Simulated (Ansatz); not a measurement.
The starting structures come from a database of crystals and need not be the phases stable at ambient conditions.

# Evanescent states of K₂SnCl₆ (Fm-3m, 9 atoms a cell, 27.6 Å³ an atom) along the normal of (110)

The numbers are results of PBEsol (plane waves, PAW; Ansatz, a quantum-chemistry and plane-wave program), not measurements.

No gap correction and no spin-orbit coupling; mid-gap is the computed energy nearest the middle.

Energies count from the valence-band top; κ is the least over a 4×4 mesh across the current.

| E (eV) | κ (1/Å) | where |
|---|---|---|
| 0.06 | 0.115 | Γ |
| 0.18 | 0.184 | Γ |
| 0.30 | 0.223 | Γ |
| 0.42 | 0.250 | Γ |
| 0.54 | 0.260 | Γ |
| 0.66 | 0.264 | Γ |
| 0.78 | 0.266 | Γ |
| 0.90 | 0.266 | Γ |
| 1.02 | 0.265 | Γ |
| 1.14 | 0.261 | Γ |
| 1.26 | 0.255 | Γ |
| 1.38 | 0.247 | Γ |
| 1.50 | 0.237 | Γ |
| 1.62 | 0.223 | Γ |
| 1.74 | 0.206 | Γ |
| 1.86 | 0.184 | Γ |
| 1.98 | 0.154 | Γ |
| 2.10 | 0.111 | Γ |

Q: How thick must the barrier be to attenuate the transmission by 10^4 when the electrodes' Fermi level lies at 0.06 eV, and what attenuation does that film give at 0.18 eV?

A: d = 4 ln 10 / (2 × 0.115) = 40.0 Å. At 0.18 eV it gives 4 × 0.184/0.115 = 6.4 decades.
